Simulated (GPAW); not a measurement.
A self-consistent single point of BiN (P1, 4 atoms in the cell) with GPAW.

Level of theory: LDA (Perdew-Wang 92), GPAW PAW datasets LDA (gpaw-data 1.0.1) (plane waves; GPAW).

The change in words: lattice scaled by 0.98. Reference geometry:
```
CELL_PARAMETERS angstrom
      3.61375     0.00000     0.00000
      0.34592     3.64429     0.00000
      0.07680    -0.00192     5.31776
ATOMIC_POSITIONS crystal
  Bi 0.64966 0.90401 0.96119
  Bi 0.10100 0.35162 0.45974
  N  0.69303 0.94959 0.54568
  N  0.06529 0.29865 0.04431
```

Reference input (self-consistent single point, DFT LDA (Perdew-Wang 92), plane waves, GPAW PAW datasets LDA (gpaw-data 1.0.1)): mode = pw; ecut = 900 eV; xc = LDA; kpts = 5 5 3; mesh shift (steps) = 0 0 0; occupations.name = fermi-dirac; occupations.width = 0.05 eV; nbands = -6; convergence.density = 1e-05 e/electron; convergence.bands = -4; symmetry.symmorphic = false; symmetry.tolerance = 0.0005. This run's input differs from it in these lines:

```diff
@@ -5,5 +5,5 @@
 atoms = Atoms(['Bi', 'Bi', 'N', 'N'],
-              cell=[[3.613745, 0.000000, 0.000000],
-                    [0.345924, 3.644288, 0.000000],
-                    [0.076798, -0.001919, 5.317762]],
+              cell=[[3.541470, 0.000000, 0.000000],
+                    [0.339006, 3.571402, 0.000000],
+                    [0.075262, -0.001881, 5.211407]],
               scaled_positions=[[0.649660, 0.904010, 0.961190],
```

The program printed (abridged):

```
     iter     time        total  log10-change:
                         energy   eigst   dens
iter:   1 --:--:--   -30.833400   +0.09
iter:   2 --:--:--   -29.436858   -1.23  -0.91
iter:   3 --:--:--   -26.788038   -0.98  -0.99
iter:   4 --:--:--   -26.734581   -2.13  -1.43
iter:   5 --:--:--   -26.678440   -2.44  -1.54
iter:   6 --:--:--   -26.666407   -3.26  -2.16
iter:   7 --:--:--   -26.672527c  -3.74  -2.46
iter:   8 --:--:--   -26.667811c  -3.69  -2.23
iter:   9 --:--:--   -26.665408c  -3.88  -2.60
iter:  10 --:--:--   -26.665697c  -5.06  -3.03
iter:  11 --:--:--   -26.665578c  -4.91  -3.06
iter:  12 --:--:--   -26.665560c  -5.82  -3.54
iter:  13 --:--:--   -26.665552c  -6.06  -3.64
iter:  14 --:--:--   -26.665549c  -6.41  -3.78
iter:  15 --:--:--   -26.665548c  -7.44c -3.89
iter:  16 --:--:--   -26.665545c  -6.31  -3.92
iter:  17 --:--:--   -26.665544c  -7.58c -4.28
iter:  18 --:--:--   -26.665544c  -8.50c -4.43
iter:  19 --:--:--   -26.665544c  -8.27c -4.47
iter:  20 --:--:--   -26.665544c  -8.70c -4.55
iter:  21 --:--:--   -26.665544c  -8.53c -4.61
iter:  22 --:--:--   -26.665544c  -8.28c -4.72
iter:  23 --:--:--   -26.665544c  -8.82c -5.04c
Converged after 23 iterations.

Dipole moment: (-8.533552, 9.456600, 0.200967) |e|*Ang

Energy contributions relative to reference atoms: (reference = -1172018.444237)

Kinetic:        +74.989317
Potential:      -67.135816
External:        +0.000000
XC:             -31.565223
Entropy (-ST):   -0.000001
Local:           -2.953822
SIC:             +0.000000
--------------------------
Free energy:    -26.665545
Extrapolated:   -26.665544

Showing only first 2 kpts
 Kpt  Band  Eigenvalues  Occupancy
  0    18      6.67853    2.00000
  0    19      6.93568    2.00000
  0    20     12.54004    0.00000
  0    21     13.04163    0.00000

  1    18      6.42731    2.00000
  1    19      7.47149    2.00000
  1    20     12.19107    0.00000
  1    21     12.34394    0.00000

Fermi level: 9.42441

Gap: 1.164 eV
Transition (v -> c):
   [... lines left out ...]
Direct gap: 1.490 eV
   [... lines left out ...]
Energy (eV): -26.665544

Forces in eV/Ang:
  0 Bi   -0.44202   -0.49743    0.35264
  1 Bi    0.51178    0.44416    0.31581
  2 N    -0.31035   -0.19111   -0.33010
  3 N     0.24085    0.24401   -0.33450

Stress tensor:
    -0.056122     0.004027     0.002544
     0.004027    -0.053784     0.000159
     0.002544     0.000159    -0.046906
Stress (GPa, Voigt): [-8.9918 -8.6172 -7.5152  0.0255  0.4075  0.6452]
```

The run converged in 23 iterations. GPAW prints stress with tension positive. Against the reference run the free energy goes up by 26.2 meV/atom, the largest force goes from 0.198 to 0.753 eV/Å and the gap on the mesh goes from 1.142 to 1.164 eV.

At such cutoffs GPAW's stress carries a finite-basis (Pulay) error, which enters relaxed cells too; its log prints stress with tension positive.

The starting cell comes from a database of computed structures (which also holds hypothetical and non-ambient phases and stackings), without a prior relaxation at this level. Its lattice was rescaled by a random factor within 2.5 % of one. For this run, on top of that: lattice scaled by 0.98. Spin-orbit coupling is off.

Cost on one core of a shared machine: roughly 60 s.
